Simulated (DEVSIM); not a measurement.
Device: illuminated InP p-on-n cell, one wavelength, at 250 K.

```
layer (left to right)  material  thickness (μm)  Nd (cm⁻³)  Na (cm⁻³)  τn (s)  τp (s)  absorption coefficient (cm⁻¹)
---------------------  --------  --------------  ---------  ---------  ------  ------  -----------------------------
1                           InP          0.0880          -     9.4e17  1.3e-9  1.9e-9                           5300
2                           InP            3.50     9.6e15          -  2.5e-9  2.5e-9                           5300
```

Left contact: ohmic, minority electron recombination velocity 9000 cm/s. Right contact: ohmic, minority hole recombination velocity 700 cm/s. Voltage is applied to the left contact. Recombination: SRH at mid-gap, radiative, Auger. Light enters at the left, 4e17 photons cm⁻² s⁻¹, one pass, no reflection. Mobility is constant in doping.

The device is made up for the run: typed textbook-type constants, with dimensions and the other settings drawn at random. Values at 300 K; Nc and Nv go as T^1.5, mobilities as T to minus their exponent, the gap by Varshni's rule with the affinity fixed.

```
parameter              InP
----------------  --------
gap (eV)             1.344
affinity (eV)         4.38
permittivity          12.5
Nc (cm⁻³)           5.7e17
Nv (cm⁻³)           1.1e19
μn (cm²/Vs)           5200
μp (cm²/Vs)            170
T exponent of μn         2
T exponent of μp         2
B (cm³/s)          1.2e-10
Cn (cm⁶/s)           9e-31
Cp (cm⁶/s)           9e-31
Varshni α (eV/K)  0.000363
Varshni β (K)          162
```

Simulated with DEVSIM: 1D drift-diffusion, Boltzmann statistics, complete ionisation; no tunnelling, impact ionisation, image-force lowering or self-heating.

Task: Give the current under light (generator sign).

Result: 
```
V (V)  J (mA/cm²)
-----  ----------
0.00         33.7
0.16         33.2
0.32         32.7
0.48         32.1
0.64         31.4
0.80         30.1
0.82         29.6
0.84         28.9
0.86         27.8
0.88         25.8
0.90         22.2
0.92         15.4
0.94         1.87
0.96        -26.0
```
